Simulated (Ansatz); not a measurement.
Start from SiC in the wurtzite structure (space group P6_3mc, No. 186; a = 3.0759 Å, c = 5.0477 Å).

It is then changed as follows: a negative pressure, −2 GPa.

Levels (all Ansatz, a program for electronic structure, PAW): PBEsol (420 eV, no SOC); r2SCAN (500 eV, spin-orbit coupling left out); HSE06 (420 eV, no SOC).

One geometry, relaxed with PBEsol, under each level:

```csv
level,band gap,lowest conduction level above the VBM at special points,electron mass,pressure
PBEsol,2.14 eV,K 2.14 eV; M 2.64 eV; L 3.16 eV; Γ 4.66 eV,"0.26 mₑ along c, 0.43 mₑ across (at K)",-1.98 GPa
r2SCAN,2.67 eV,K 2.67 eV; M 3.20 eV; L 3.69 eV; Γ 5.28 eV,"0.26 mₑ along c, 0.43 mₑ across (at K)",-2.10 GPa
HSE06,3.18 eV,K 3.18 eV; M 3.72 eV; L 4.25 eV; Γ 5.88 eV,–,–
```

Single points use the geometry relaxed with PBEsol. Their cutoffs differ, which shifts pressures a little. HSE06 was sampled on its mesh, a few special points and the semilocal edge points, so its gap is an upper bound. Load acts through the strain it causes; cell and atoms are relaxed under it. Masses are band curvatures over ±0.01 Å⁻¹ around the edge. Whether these cells are dynamically stable was not tested.
